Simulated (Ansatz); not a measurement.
Response to strain in CoSi2

Consider CoSi2 (space group Fm-3m, No. 225; a = 5.3155 Å; not spin-polarised; relaxed with 0.1 eV smearing). Axes: x, y, z lie along the cube axes.

Strains are applied to the cell and any free atomic positions relax.

Calculations: Ansatz (a quantum-chemistry and plane-wave program), r2SCAN, PAW, cutoff 500 eV, no spin-orbit coupling.

Candidates:
(a) isotropic strain +2.27 %
(b) isotropic strain −0.82 %
(c) uniaxial strain ε_xx = −0.31 %

Notes on the quantities. energy relative to the base: free energy F.

### Question
Order them by energy relative to the base, lowest first.

### Answer
(c) uniaxial strain ε_xx = −0.31 % (+0.1 meV/atom), (b) isotropic strain −0.82 % (+4.8 meV/atom), (a) isotropic strain +2.27 % (+33 meV/atom)

Whether these cells are dynamically stable was not tested. Seeded moments were not kept for the base. All final runs are without spin polarisation. An odd electron count without spin: CoSi2.
